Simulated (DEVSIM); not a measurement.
System: abrupt GaAs p-n junction, at 300 K.

Layer 1 from the left is GaAs, thickness (μm) 2.10, Na (cm⁻³) 5.9e17, τn (s) 1.3e-6, τp (s) 4.4e-8. Layer 2 from the left is GaAs, thickness (μm) 2.10, Nd (cm⁻³) 7.3e14, τn (s) 4.4e-8, τp (s) 4.4e-8.

Left contact: ohmic. Right contact: ohmic. Voltage is applied to the left contact. Recombination: SRH at mid-gap, radiative. Mobility is μmin + (μ − μmin)/(1 + (N/Nref)^α).

The device is made up for the run: typed textbook-type constants, with dimensions and the other settings drawn at random. Values at 300 K.

GaAs: gap (eV) 1.424, affinity (eV) 4.07, permittivity 12.9, Nc (cm⁻³) 4.7e17, Nv (cm⁻³) 9e18, μn (cm²/Vs) 8500, μp (cm²/Vs) 400, μn,min 500, μp,min 20, Nref,n 6e16, Nref,p 1.5e17, αn 0.39, αp 0.38, B (cm³/s) 2e-10.

Simulated with DEVSIM: 1D drift-diffusion, Boltzmann statistics, complete ionisation; no tunnelling, impact ionisation, image-force lowering or self-heating.

What does the simulation give for the largest field in the device at zero bias, the dark forward voltage at 1 A/cm², the potential step across the device at zero bias?

largest field in the device at zero bias 42000 V/cm; dark forward voltage at 1 A/cm² 0.967 V; potential step across the device at zero bias 1.186 V.
